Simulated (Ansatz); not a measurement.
Functionals compared on the (100) surface of rock-salt TiC, Mo on all Ti sites of the second plane (bottom of the slab: a bare face, its two planes held), in Ansatz (plane waves, PAW). The structure was relaxed with PBE; the other rows are single points on it. Cutoff 420 eV (500 eV for r2SCAN).

Slab: 12 atoms, 10.8 Å thick at the start with caps and adatoms (thin: gaps and levels are the slab's own); k 12x12x1, smearing 0.1 eV, dipole-corrected; 4 atoms held, the rest relaxed; start symmetry kept, larger cells not searched; no spin, no spin-orbit, no U. In PBE it lies 0.34 eV a 1x1 cell over the lowest computed structure of the same composition (Mo on all Ti sites of the top plane). These notes are the PBE run's.

```csv
functional,work function of the top face (eV),rough cost of the single point
PBE,4.08,–
RPBE,(withheld),very roughly 15 core-seconds
r2SCAN,4.12,around 30 core-seconds (rough)
```

**Question.** Some entries are withheld; supply them.

**Answer.** 
- RPBE, work function of the top face (eV): 3.91

Ansatz is a first-principles code.
